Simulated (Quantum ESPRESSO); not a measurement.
Input and output of a self-consistent single point for Hf₂Si (Fmm2, 6 atoms in the cell) (Quantum ESPRESSO).

Method: PBEsol, PseudoDojo standard norm-conserving (PBESOL) pseudopotentials (plane waves; Quantum ESPRESSO).

```yaml
crystal:
  lattice:
    - [-3.28518, 3.28518, 2.59057]
    - [3.28518, -3.28518, 2.59057]
    - [3.28518, 3.28518, -2.59057]
  atoms:
    - { symbol: Hf, position: [0.84351, 0.65649, 0.50000] }
    - { symbol: Hf, position: [0.15649, 0.34351, 0.50000] }
    - { symbol: Hf, position: [0.66187, 0.16187, 0.82374] }
    - { symbol: Hf, position: [0.34351, 0.84351, 0.18702] }
    - { symbol: Si, position: [0.75000, 0.75000, 0.00000] }
    - { symbol: Si, position: [0.25000, 0.25000, 0.00000] }
```

Reference input (self-consistent single point, DFT, PBEsol, plane waves, PseudoDojo standard norm-conserving (PBESOL) pseudopotentials): ecutwfc = 60 Ry; occupations = smearing; smearing = gaussian; degauss = 0.0073499 Ry; potentials = {Hf: Hf.upf, Si: Si.upf}; K_POINTS = automatic 4 4 4 0 0 0; conv_thr = 1e-11 Ry; mixing_beta = 0.4. This run's input differs from it in these lines:

```diff
@@ -14,4 +14,4 @@
    occupations = 'smearing'
-   smearing = 'gaussian'
-   degauss = 0.0073499
+   smearing = 'methfessel-paxton'
+   degauss = 0.073499
 /
@@ -36,3 +36,3 @@
 K_POINTS {automatic}
-4 4 4  0 0 0
+7 7 7  0 0 0
```

The program printed (abridged):

```
     Self-consistent Calculation

     iteration #  1     ecut=    60.00 Ry     beta= 0.40

     Threshold (ethr) on eigenvalues was too large:
     Diagonalizing with lowered threshold

     total energy              =    -468.30064358 Ry
     estimated scf accuracy    <       0.14805293 Ry

     iteration #  2     ecut=    60.00 Ry     beta= 0.40

     total energy              =    -468.31218436 Ry
     estimated scf accuracy    <       0.02397287 Ry

     iteration #  3     ecut=    60.00 Ry     beta= 0.40

     total energy              =    -468.31424292 Ry
     estimated scf accuracy    <       0.00364930 Ry

   [... 9 blocks of this kind left out ...]

     iteration # 13     ecut=    60.00 Ry     beta= 0.40

     total energy              =    -468.31481115 Ry
     estimated scf accuracy    <          3.5E-11 Ry

     iteration # 14     ecut=    60.00 Ry     beta= 0.40
     End of self-consistent calculation

     the Fermi energy is    13.8731 ev

!    total energy              =    -468.31481115 Ry
     estimated scf accuracy    <          4.4E-12 Ry
     smearing contrib. (-TS)   =       0.01952582 Ry
     internal energy E=F+TS    =    -468.33433697 Ry

     convergence has been achieved in  14 iterations

     Forces acting on atoms (cartesian axes, Ry/au):

     atom    1 type  1   force =     0.00526426   -0.00239652    0.00000000
     atom    2 type  1   force =    -0.00239652    0.00526426    0.00000000
     atom    3 type  1   force =    -0.00689789   -0.00689789    0.00000000
     atom    4 type  1   force =     0.00163571    0.00163571    0.00000000
     atom    5 type  2   force =     0.00119722    0.00119722    0.00000000
     atom    6 type  2   force =     0.00119722    0.00119722    0.00000000

     Total force =     0.013159     Total SCF correction =     0.000002

          total   stress  (Ry/bohr**3)                   (kbar)     P=      -33.67
  -0.00025810  -0.00002977   0.00000000          -37.97       -4.38        0.00
  -0.00002977  -0.00025810   0.00000000           -4.38      -37.97        0.00
  -0.00000000   0.00000000  -0.00017051           -0.00        0.00      -25.08

   JOB DONE.
```

The run converged in 14 iterations. Against the reference run the free energy rises by 29.8 meV/atom, the pressure moves little (-3.41 to -3.37 GPa) and the largest force goes from 0.295 to 0.251 eV/Å.

The starting cell comes from a database of computed structures (which also holds hypothetical and non-ambient phases and stackings), without a prior relaxation at this level. Its lattice was rescaled by up to half a per cent. One atom was moved a little off its site on purpose. With a pressure of about -3 GPa the cell is away from its equilibrium volume at this level.

Cost on one core of a shared machine: roughly 8 min.
